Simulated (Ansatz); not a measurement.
The parent structure is CdSe in the wurtzite structure (space group P6_3mc, No. 186; a = 4.302 Å, c = 7.021 Å).

Method: PBEsol in Ansatz (plane waves to 420 eV, PAW, no spin-orbit coupling).

For the base:

Gap character: direct at Γ
Band gap: 0.54 eV
Valence-band top at Γ: 0.00, 0.00, -0.05 eV

Now apply this change: a hydrostatic pressure of 4.5 GPa.

Problem. Predict the new gap character.

Solution. The gap character is still direct at Γ.

Problem. Estimate the effect on the band gap.

Solution. The band gap goes up by 0.146 eV, from 0.54 eV to 0.68 eV.

Problem. How does this affect the valence-band top at Γ?

Solution. The valence-band top at Γ (three highest levels, from the VBM) changes from 0.00, 0.00, -0.05 eV to 0.00, 0.00, -0.07 eV.

Load acts through the strain it causes; cell and atoms are relaxed under it. Whether these cells are dynamically stable was not tested. Measured, CdSe leaves this structure (for rock salt) near 2.72 GPa (temperature not stated; as listed in Datta, Sujoy, Jana, Debnarayan, arXiv (2020)), on rising pressure, with hysteresis.

Ansatz is a program for electronic structure.
